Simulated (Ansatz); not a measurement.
## Pd: energy against strain

Pd (fcc, Fm-3m, 14.171 Å³/atom at rest) under an equal strain ε in the (111) plane with the normal axis free, as in a coherent film. LDA in Ansatz, a plane-wave DFT program (PAW, default set), 420 eV, 29×29×29 Γ-centred mesh, Fermi-Dirac smearing 0.10 eV; ions are relaxed within the symmetry of each cell.

Here s stands for strain and y for E less E0.

```
strain (%)  E less E0 (meV/atom)
----------  --------------------
-1.25                       4.50
-0.83                       1.84
-0.42                       0.39
0.00                        0.00
0.42                        0.66
0.83                        2.28
1.25                        4.86
2.50                           ?
```

### Question
Using a parabola, estimate the missing y at s = 2.50 from the other rows, showing the fit.

### Answer
Least squares gives y = -0.003 + 0.1912·s + 2.9966·s². Residuals (row less fit): 0.060, -0.063, -0.055, 0.003, 0.054, 0.060, -0.058; standard error 0.072 (degrees of freedom: 4). Twice the quadratic coefficient over the volume, 2 × 2.9966 meV × 10⁴ × 0.1602 / 14.171 Å³, is twice the biaxial elastic modulus of this plane = 678 ± 10 GPa. At the withheld row, y = -0.003 + 0.1912 × 2.50 + 2.9966 × 2.50² = 19.204 meV/atom. The calculation gives 17.65 meV/atom, 1.554 meV/atom below the prediction (8.8 % of the range of y in the table). The row lies outside the fitted rows, so this is an extrapolation. From the scatter of the fitted rows alone, a prediction at this place has a standard error of 0.274 meV/atom, so the miss is 5.7 times that.

One order more, fitted to all 13 runs of the series, follows each within 0.04, so the miss is the next term of a smooth law. In a metal these values are sensitive to mesh and smearing; energies are taken to zero smearing, stresses follow the free energy. Rows are the converged runs of the series near zero and its far end; series whose fitted rows scatter by over a few per cent of the range, as at a crossing or softening among them, aren't shown in this form. Most that stay on the fit to the last digits aren't either.
